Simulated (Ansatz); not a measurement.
CuAu: uniaxial strain ε_xx = +1.50 %

Base system: CuAu (space group P4/mmm, No. 123; a = 2.8129 Å, c = 3.5930 Å; relaxed with 0.1 eV smearing). Axes: x, y, z lie along a, b, c of the conventional cell.

Now apply this change: uniaxial strain ε_xx = +1.50 %, all other strain components held at zero, atoms relaxed at fixed cell.

Method: PBEsol, PAW, 420 eV (Ansatz, a quantum-chemistry and plane-wave program; no spin-orbit coupling). Γ-centred 20×20×16 mesh, Fermi–Dirac width 0.1 eV.

```json
[
 {"quantity": "volume per atom", "base": "14.21 Å³", "changed": "14.43 Å³", "shift": "+0.213 Å³"},
 {"quantity": "space group", "base": "P4/mmm (No. 123)", "changed": "Pmmm (No. 47)", "shift": "–"},
 {"quantity": "shortest interatomic distance", "base": "2.680 Å", "changed": "2.691 Å", "shift": "+0.011 Å"},
 {"quantity": "energy relative to the base (free energy F)", "base": "0 meV/atom", "changed": "+2.0 meV/atom", "shift": "+2.0 meV/atom"},
 {"quantity": "pressure (mean of the normal stresses, compression positive)", "base": "0.0 GPa", "changed": "-2.4 GPa", "shift": "-2.4 GPa"},
 {"quantity": "band gap", "base": "zero", "changed": "zero", "shift": "–"},
 {"quantity": "stress (xx, yy, zz, yz, xz, xy; compression positive)", "base": "–", "changed": "(-2.9, -2.1, -2.3, 0.0, 0.0, 0.0) GPa", "shift": "–"}
]
```

Final structure:

```
CuAu
1.0
    2.85505     0.00000     0.00000
    0.00000     2.81285     0.00000
    0.00000     0.00000     3.59296
Cu Au
1 1
Cartesian
  0.00000   0.00000   0.00000
  1.42752   1.40643   1.79648
```

Whether these cells are dynamically stable was not tested. The final runs are not spin-polarised.
